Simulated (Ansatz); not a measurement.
Terminations of the (111) surface of fcc Ni, ferromagnetic, measured from the surface 'clean 1x1'. Atoms come from or go to: Al: fcc Al, Au: fcc Au, Cu: fcc Cu, Ge: germanium, Ni: fcc Ni, ferromagnetic, Rh: fcc Rh, Ru: hcp Ru, Si: silicon, Sn: beta tin. ΔE is the energy of forming the row's surface from that one (negative: more stable at these reservoirs); the vacuum level's shift is aligned on the shared bottom. No zero-point or thermal terms. These are constructed structures in small cells; real faces may alloy, dewet or reconstruct in larger ones, and not all known structures of the face are among them. Slabs of about 10 Å with all that they carry, Fermi-Dirac smearing of 0.1 eV. Bottom of the slabs: a bare face, its two planes held. Relaxed from the named starts with such symmetry as they have, on meshes of like density; energies extrapolated to zero smearing; no spin-orbit coupling, no U. Spin-polarised runs, if any, are marked in brackets, and their order is one that fits the cell; the others ran without spin. Where a second, spin-polarised start was run, the lower counts. A dash marks a value that is undefined for that row (no clear gap, or no work function of a gapped slab) or was not read reliably on its mesh.

Method: PBE (plane waves to 420 eV, PAW; Ansatz, a program for electronic structure).

| surface | atoms added per 1x1 | ΔE per 1x1 (eV) | shift of the vacuum level (eV) | work function (eV) |
|---|---|---|---|---|
| a layer of Al in place of the second plane [spin, 2.2 μB a cell] | +1 Al, -1 Ni | -0.45 | -0.17 | 4.89 |
| (√3x√3)R30° surface alloy, Al on one Ni site of the top plane [spin, 9.6 μB a cell] | +0.333 Al, -0.333 Ni | -0.57 | -0.16 | 4.90 |
| a pseudomorphic layer of Sn in the other hollow [spin, 3.5 μB a cell] | +1 Sn | (withheld) | -1.88 | 3.19 |
| a layer of Rh in place of the third plane [spin, 3.8 μB a cell] | -1 Ni, +1 Rh | 0.44 | -0.02 | 5.04 |
| a pseudomorphic layer of Sn in the host's stacking [spin, 3.4 μB a cell] | +1 Sn | (withheld) | -1.90 | 3.17 |
| a layer of Cu in place of the third plane [spin, 3.0 μB a cell] | +1 Cu, -1 Ni | (withheld) | 0.02 | 5.09 |
| a pseudomorphic layer of Ge in the host's stacking [spin, 3.4 μB a cell] | +1 Ge | 0.21 | -1.10 | 3.97 |
| a pseudomorphic layer of Ru in the host's stacking [spin, 3.5 μB a cell] | +1 Ru | (withheld) | 0.23 | 5.30 |
| a pseudomorphic layer of Cu in the other hollow [spin, 3.8 μB a cell] | +1 Cu | -0.14 | -0.14 | 4.92 |
| a pseudomorphic layer of Al in the host's stacking [spin, 3.3 μB a cell] | +1 Al | -0.39 | -0.95 | 4.12 |
| a layer of Si in place of the third plane [spin, 2.1 μB a cell] | -1 Ni, +1 Si | (withheld) | 0.14 | 5.21 |
| (√3x√3)R30° surface alloy, Au on one Ni site of the top plane [spin, 10.9 μB a cell] | +0.333 Au, -0.333 Ni | -0.10 | 0.24 | 5.30 |

**Question.** What belongs in the gaps?

**Answer.** 
- a pseudomorphic layer of Sn in the other hollow [spin, 3.5 μB a cell], ΔE per 1x1 (eV): 3.09
- a pseudomorphic layer of Sn in the host's stacking [spin, 3.4 μB a cell], ΔE per 1x1 (eV): 3.10
- a layer of Cu in place of the third plane [spin, 3.0 μB a cell], ΔE per 1x1 (eV): 0.08
- a pseudomorphic layer of Ru in the host's stacking [spin, 3.5 μB a cell], ΔE per 1x1 (eV): 0.67
- a layer of Si in place of the third plane [spin, 2.1 μB a cell], ΔE per 1x1 (eV): -0.42
